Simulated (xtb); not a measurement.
xtb 6.7.1, GFN2-xTB: Mo(NH)2(F)(NMe2) (C[N](C)[Mo](=[NH])(=[NH])[F]), 15 atoms. The geometry is a generated start, not checked to be a minimum at this level.

| Property | Result |
|---|---|
| method | GFN2-xTB |
| --acc | 1 (default) |
| --etemp (K) | 300 (default) |
| detailed input (--input) | none: ANC optimiser, Lindh (1995) Hessian, microcycle=20, maxdispl=1.0, hlow=0.01 (default) |
| basis functions | 42 |
| valence electrons | 44 |

```xyz
15

Mo    -0.7264    -1.1045    -0.6122
N      0.4658    -2.2442    -1.1483
H      1.0522    -2.9016    -1.6500
N     -1.4839    -0.2136    -1.8982
H     -1.8178     0.1816    -2.7700
F     -2.0083    -1.8517     0.5060
N      0.1749     0.1735     0.4856
C     -0.6059     1.3491     0.8295
C      1.5722     0.3710     0.8105
H     -0.4945     1.5840     1.8969
H     -0.2776     2.2252     0.2482
H     -1.6668     1.1573     0.6241
H      1.9792     1.2275     0.2516
H      1.7026     0.5721     1.8813
H      2.1344    -0.5258     0.5450
```

Charge 0 and multiplicity 1 are set for this test and not shown to be the ground state.

The structure is relaxed from this start with --opt LEVEL for the levels crude, sloppy, loose, lax, normal, tight, vtight, extreme, once each. Up to the end of the extreme run atoms move by at most 0.82 Å along an axis.

Q: What is the loosest level that ends within 1 meV of the extreme run, and how many cycles does it take?

A: normal: 22 cycles against 43, ending 0.23 meV above.

| level | cycles | energy above the extreme run (meV) | gradient norm (eV/Å) |
|---|---|---|---|
| crude | 1 | 25 | 0.096 |
| sloppy | 1 | 25 | 0.096 |
| loose | 1 | 25 | 0.096 |
| lax | 1 | 25 | 0.096 |
| normal | 22 | 0.23 | 0.037 |
| tight | 22 | 0.23 | 0.037 |
| vtight | 36 | 0.011 | 0.0016 |
| extreme | 43 | — | 0.0010 |
